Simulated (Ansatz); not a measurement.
# Zn₅InGaO₈ (model structure, R3m, No. 160, 15 atoms in the cell)

Level of theory: PBEsol (Ansatz, a quantum-chemistry and plane-wave program, PAW).

Settings: plane-wave cutoff 520 eV, 20×20×20 k mesh, Fermi–Dirac smearing 0.05 eV, scalar-relativistic PAW data made under PBE.

Cell (relaxed with PBEsol):

```xyz
15
Lattice="1.6363 0.9447 19.0223 -1.6363 0.9447 19.0223 0.0000 -1.8895 19.0223" Properties=species:S:1:pos:R:3 pbc="T T T"
In     0.0000     0.0000     0.0361
O      0.0000     0.0000    39.1763
Zn     0.0000     0.0000    41.1279
O      0.0000     0.0000     3.7034
Zn     0.0000     0.0000     5.6656
O      0.0000     0.0000    44.3300
Ga     0.0000     0.0000    46.3047
O      0.0000     0.0000     8.2657
O      0.0000     0.0000    48.2854
Zn     0.0000     0.0000    10.8511
O      0.0000     0.0000    12.8195
Zn     0.0000     0.0000    51.4776
O      0.0000     0.0000    53.4452
Zn     0.0000     0.0000    16.0110
O      0.0000     0.0000    17.9682
```

```yaml
band_gap: 0.88 eV (on the SCF k mesh)
```

Note: the relaxation could raise the start's symmetry but not lower it, so the cell can be a saddle point.

Spin–orbit coupling is not included.

Cost on a shared machine: roughly 24 core-minutes.

A model structure was made by putting elements into a prototype or built by hand; it is no filed structure, need not be a known phase, and can be a saddle point held by its symmetry.
